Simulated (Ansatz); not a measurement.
Structures of equal composition on the (111)A surface of zinc-blende GaAs (Ga plane on top): 2x2 Al adatom at H3; 2x2 Al adatom at T4. The slabs share one bottom face, and each structure is named by its start. These are constructed structures in small cells; real faces may alloy, dewet or reconstruct in larger ones, and not all known structures of the face are among them. Slabs of about 14 Å, Fermi-Dirac smearing of 0.025 eV. Bottom of the slabs: H caps. Relaxed from the named starts with such symmetry as they have, on meshes of like density; energies extrapolated to zero smearing; spin only where a row says so; no spin-orbit coupling, no U. Brackets mark spin-polarised runs, whose order is one that fits the cell. Where a second, spin-polarised start was run, the lower counts.

Computed with r2SCAN, at the PBE geometry (plane waves to 500 eV, PAW; Ansatz, an electronic-structure program).

Problem. Put the candidates in order of energy per 1x1 cell, lowest first, for r2SCAN, at the PBE geometry.

Solution. 2x2 Al adatom at T4 (0.000 eV, gap 0.39 eV on the mesh), 2x2 Al adatom at H3 (0.040 eV, gap 0.54 eV on the mesh)
